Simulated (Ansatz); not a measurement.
Input:

End structure of the (110) surface of rock-salt TaN (a high-symmetry phase, unstable at 0 K and held by its symmetry) in its 1x1 cell (cut with top plane N + Ta, bottom plane N + Ta), outermost plane spacing 1.56 Å in the ideal cut:

```
CELL_PARAMETERS angstrom
      3.12342     0.00000     0.00000
      0.00000     4.41718     0.00000
      0.00000     0.00000    27.00000
ATOMIC_POSITIONS crystal
  N  0.50000 0.00000 0.29391
  Ta 0.50000 0.50000 0.30265
  N  0.00000 0.50000 0.35712
  Ta 0.00000 0.00000 0.34621
  N  0.50000 0.00000 0.40713
  Ta 0.50000 0.50000 0.41726
  N  0.00000 0.50000 0.47463
  Ta 0.00000 0.00000 0.46574
  N  0.50000 0.00000 0.52537
  Ta 0.50000 0.50000 0.53426
  N  0.00000 0.50000 0.59287
  Ta 0.00000 0.00000 0.58274
  N  0.50000 0.00000 0.64288
  Ta 0.50000 0.50000 0.65379
  N  0.00000 0.50000 0.70609
  Ta 0.00000 0.00000 0.69735
```

Slab: 16 atoms, N8Ta8, 10.9 Å thick at the start; k 12x9x1, smearing 0.1 eV, dipole-corrected; single point; on the structure that PBE left under its start's symmetry; no spin, no spin-orbit, no U.

Q: What surface energy (mean of both faces) does Ansatz (a quantum-chemistry and plane-wave program) with r2SCAN, at the PBE geometry give?

A: 133 meV/Å²

Q: Estimate the work function of the top face that r2SCAN, at the PBE geometry returns for this input.

A: 4.11 eV
